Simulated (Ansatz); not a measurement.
**Converging shifted k-point meshes: Sn (Immm, 1 atom in the cell)**

```
CELL_PARAMETERS angstrom
     -1.69629     1.96052     2.11419
      1.69629    -1.96052     2.11419
      1.69629     1.96052    -2.11419
ATOMIC_POSITIONS crystal
  Sn 0.00000 0.00000 0.00000
```

Level of theory: PBEsol, default PAW files made with PBE (plane waves; Ansatz, a program for electronic structure).

Base settings: basis.ecutwfc = 420 eV; kpoints.mp_grid.grid = 13 13 13; hamiltonian.xc = pbesol; hamiltonian.pseudopotentials = {kind: paw} (the program's default PAW files); scf.occupations.method = fermi_dirac; scf.occupations.width = 0.1 eV.

In this ladder: kpoints.mp_grid.shift = 0.5 0.5 0.5.

Only quantities that move along the ladder and can be compared are tabulated.

The count of work is k-points × plane waves × bands × iterations; it is no time. 

The starting cell comes from a database of computed structures (which also holds hypothetical and non-ambient phases and stackings), without a prior relaxation at this level. Its lattice was rescaled by up to half a per cent. Ansatz's pressure includes its estimate of the finite-basis (Pulay) stress.

```tsv
kpoints.mp_grid.grid	free energy less the last step's (meV/atom)	pressure (GPa)	count of work / last
2 2 2	1568.47	0.29	0.00040
3 3 3	186.65	-0.22	0.00080
4 4 4	-88.46	-2.97	0.0020
5 5 5	-28.81	-3.52	0.0027
6 6 6	3.32	-3.11	0.0045
7 7 7	25.59	-2.99	0.0064
8 8 8	5.93	-2.73	0.0094
9 9 9	9.84	-2.85	0.013
10 10 10	-10.01	-3.04	0.017
11 11 11	-1.35	-3.07	0.022
12 12 12	-3.04	-3.07	0.028
13 13 13	2.12	-3.00	0.034
15 15 15	0.93	-2.94	0.051
16 16 16	-0.41	-2.95	0.062
18 18 18	-0.70	-3.01	0.087
20 20 20	0.57	-2.98	0.12
22 22 22	-0.15	-2.97	0.15
25 25 25	0.08	-2.99	0.22
28 28 28	-0.01	-2.98	0.31
31 31 31	0.01	-2.99	0.41
34 34 34	0.01	-2.98	0.54
38 38 38	0.03	-2.98	0.75
42 42 42	0.00	-2.99	1.0
```

Coarsest kpoints.mp_grid.grid that holds the pressure within 0.05 GPa of the last step, with all finer ones: 13 13 13, at 0.034 of the last step's count of work; the step before is off by 0.09 GPa.

Coarsest kpoints.mp_grid.grid that holds the free energy within 5 meV/atom of the last step, with all finer ones: 11 11 11, at 0.022 of the last step's count of work; the step before is off by 10 meV/atom.

Keys are those of Ansatz 0.2.
